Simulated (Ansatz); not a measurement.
**YFe₂ in the cubic Laves (MgCu2 type) structure (space group Fd-3m, No. 227; ferromagnetic; a cell from a computed database, its experimental status unchecked)**

```cif
data_Fe4Y2
_chemical_formula_sum 'Y2 Fe4'
_space_group_name_H-M_alt 'P 1'
_space_group_IT_number 1
_cell_length_a 5.03615
_cell_length_b 5.03615
_cell_length_c 5.03615
_cell_angle_alpha 60.000
_cell_angle_beta 60.000
_cell_angle_gamma 60.000
loop_
_space_group_symop_operation_xyz
  'x, y, z'
loop_
_atom_site_label
_atom_site_type_symbol
_atom_site_fract_x
_atom_site_fract_y
_atom_site_fract_z
_atom_site_occupancy
Y1 Y 0.75000 0.75000 0.75000 1
Y2 Y 0.50000 0.50000 0.50000 1
Fe1 Fe 0.12500 0.12500 0.12500 1
Fe2 Fe 0.62500 0.12500 0.12500 1
Fe3 Fe 0.12500 0.12500 0.62500 1
Fe4 Fe 0.12500 0.62500 0.12500 1
```

Calculations: PBEsol (Ansatz, an electronic-structure program, PAW, without spin-orbit coupling). Settings: 11×11×11 k-points, 0.05 eV Fermi–Dirac smearing.

```yaml
volume_per_atom: 15.05 Å³
density: 7.38 g/cm³
band_gap: zero
magnetic_state: ferromagnetic
total_energy: -4231.002 eV/atom (σ→0; compares only within this code and set-up)
```

Other magnetic orders, which the real material may have, were not ruled out. Whether these cells are dynamically stable was not tested.
